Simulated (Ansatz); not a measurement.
Ansatz (a first-principles code) run on CaC2 (R3m, 3 atoms in the cell): self-consistent single point.

Method: PBEsol, default PAW files made with PBE (plane waves; Ansatz).

```
CELL_PARAMETERS angstrom
      1.93468     1.11699     3.93410
     -1.93468     1.11699     3.93410
      0.00000    -2.23397     3.93410
ATOMIC_POSITIONS crystal
  Ca 0.00424 0.00424 0.00424
  C  0.55291 0.55291 0.55291
  C  0.44709 0.44709 0.44709
```

Reference input (self-consistent single point, DFT, PBEsol, plane waves, default PAW files made with PBE): basis.ecutwfc = 420 eV; kpoints.mp_grid.grid = 8 8 8; hamiltonian.xc = pbesol; hamiltonian.pseudopotentials = {kind: paw} (the program's default PAW files); scf.occupations.method = fermi_dirac; scf.occupations.width = 0.05 eV. This run's input differs from it in these lines:

Ansatz 0.2 input:
```diff
@@ -11,3 +11,3 @@
 basis:
-  ecutwfc: 420.0
+  ecutwfc: 380.0
 kpoints:
```

Log, with long lists cut:

```
SCF iter   1: F=—  HF=-2286.727175 eV  |F-HF|=—  |Δ(HF+E_count)|=         —  Δρ=6.69e-3  dr2=2.61e-2  ethr=1.77e-3  ⟨swp⟩=6.5  Hψ=5709  notcnv=0
all-band conjugate gradients solve this SCF's bands
preconditioner: auto → none
SCF iter   2: F=—  HF=-2286.719697 eV  |F-HF|=—  |Δ(HF+E_count)|=   7.48e-3  Δρ=1.83e-3  dr2=1.90e-3  ethr=1.45e-4  ⟨swp⟩=2.4  Hψ=1848  notcnv=0
SCF iter   3: F=—  HF=-2286.719845 eV  |F-HF|=—  |Δ(HF+E_count)|=   1.48e-4  Δρ=4.24e-4  dr2=5.50e-5  ethr=1.06e-5  ⟨swp⟩=2.2  Hψ=1187  notcnv=0
SCF iter   4: F=—  HF=-2286.719905 eV  |F-HF|=—  |Δ(HF+E_count)|=   5.98e-5  Δρ=1.89e-4  dr2=3.37e-5  ethr=3.05e-7  ⟨swp⟩=2.6  Hψ=1493  notcnv=0
SCF iter   5: F=—  HF=-2286.719897 eV  |F-HF|=—  |Δ(HF+E_count)|=   8.56e-6  Δρ=3.31e-5  dr2=9.34e-7  ethr=1.87e-7  ⟨swp⟩=2.0  Hψ=1105  notcnv=0
SCF iter   6: F=-2286.719896 eV  HF=-2286.719897 eV  |F-HF|=1.36e-8  |Δ(HF+E_count)|=   2.06e-7  Δρ=6.56e-6  dr2=2.54e-8  ethr=5.56e-10  ⟨swp⟩=6.5  Hψ=4508  notcnv=0
SCF 1 converged in 6 iterations: F = -2286.719896 eV  dr2 = 2.54e-8
Free energy (F): -2286.719896 eV
Internal energy: -2286.719896 eV  (E = F + TS)
E sigma→0 (E₀):  -2286.719896 eV
Fermi energy:    5.533759 eV
--- Forces (eV/Å), atoms counted from 1 ---
  atom   1  Ca    -0.00000000     0.00000000    -0.12710927
  atom   2  C      0.00000000     0.00000000     0.56298996
  atom   3  C     -0.00000000    -0.00000000    -0.43590838
--- Stress (GPa, compression-positive) ---
       -1.923213       0.000000       0.000000
        0.000000      -1.923213       0.000000
        0.000000      -0.000000       0.003309
  P = ⅓ Tr σ = -1.2810 GPa (-12.810 kbar)
  The stress holds the Pulay correction. Without it, at fixed plane waves, as pw.x and ABINIT print it: P = -1.9879 GPa
```

The run converged in 6 iterations. Against the reference run the free energy goes up by 6.6 meV/atom, the pressure hardly changes (-1.32 to -1.28 GPa), the largest force goes from 0.539 to 0.563 eV/Å and the gap on the mesh hardly changes (2.595 to 2.594 eV).

The starting cell comes from a database of computed structures (which also holds hypothetical and non-ambient phases and stackings), without a prior relaxation at this level. Its lattice was rescaled by up to half a per cent. One atom was moved a little off its site on purpose. Ansatz's pressure includes its estimate of the finite-basis (Pulay) stress. Without the estimate this run gives -1.99 GPa. The cutoff lies below the one recommended for these files.
